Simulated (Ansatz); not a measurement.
For GaAlP2 (P-4m2, No. 115, 4 atoms in the cell; start mp-1228888), PBEsol (Ansatz, a program for electronic structure, plane waves, PAW) gives:

| Property | Value |
|---|---|
| lattice constant a | 3.859 Å |
| lattice parameter c | 5.453 Å |

Q: What does HSE06 in Ansatz (PAW) give for the same quantities?

A: 
- lattice constant a: 3.872 Å (increases by 0.3 %)
- lattice parameter c: 5.464 Å (goes up by 0.2 %)

Changes are worked out from the printed values.

Unless a cell is named, each level is at its own relaxed cell (PBEsol 20.30, HSE06 20.47 Å³/atom).

Caveats: the relaxation could not lower the start's symmetry, so the cell can be a saddle point above a distorted one (PBEsol, HSE06). Ansatz's density-functional and Hartree–Fock values are scalar-relativistic unless marked +SOC, with PAW data made under PBE.

A start named mp-… is a Materials Project structure, which need not be a measured phase.
